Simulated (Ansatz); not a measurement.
Start from GaCuSe2 in the chalcopyrite structure (space group I-42d, No. 122; a = 5.570 Å, c = 11.075 Å). Axes: x, y, z lie along a, b, c of the conventional cell.

Computed with Ansatz (a program for electronic structure) PBEsol, no spin-orbit coupling.

Strains are applied to the cell and any free atomic positions relax.

One change was made to it. Results:

```json
[
 {"quantity": "valence-band top at Γ (three highest levels, from the VBM)", "base": "0.00, -0.09, -0.09 eV", "after": "0.00, -0.05, -0.10 eV"},
 {"quantity": "band gap", "base": "0.12 eV", "after": "0.19 eV"},
 {"quantity": "energy relative to the base (free energy F)", "base": "0 meV/atom", "after": "+1.5 meV/atom"}
]
```

### Question
Which change produced these results?
A) uniaxial strain ε_xx = −3.00 %
B) uniaxial strain ε_xx = −1.50 %
C) uniaxial strain ε_xx = −2.25 %

### Answer
B, uniaxial strain ε_xx = −1.50 %. For comparison, the valence-band top at Γ in the other runs: uniaxial strain ε_xx = −3.00 % gives 0.00, 0.00, -0.10 eV; uniaxial strain ε_xx = −2.25 % gives 0.00, -0.02, -0.10 eV.

Whether these cells are dynamically stable was not tested. All final runs are without spin polarisation. The zero or small gap of GaCuSe2 can change with the level of theory.
